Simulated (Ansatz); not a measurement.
Base system: MgS in the rock salt structure (space group Fm-3m, No. 225; a = 5.230 Å).

All numbers come from PBE/PAW in Ansatz (an electronic-structure program), scalar-relativistic without spin-orbit coupling.

Base values:

| Property | Value |
|---|---|
| Lattice parameter a | 5.230 Å |

Modification: a negative pressure, −2 GPa.

Question: Estimate the effect on the lattice parameter a and mean gap deformation potential ΔEg/Δln V.

Answer: The lattice parameter a rises by 0.050 Å (5.230 Å → 5.280 Å); the mean gap deformation potential ΔEg/Δln V comes out as -2.2 eV.

Load acts through the strain it causes; cell and atoms are relaxed under it. Whether these cells are dynamically stable was not tested.
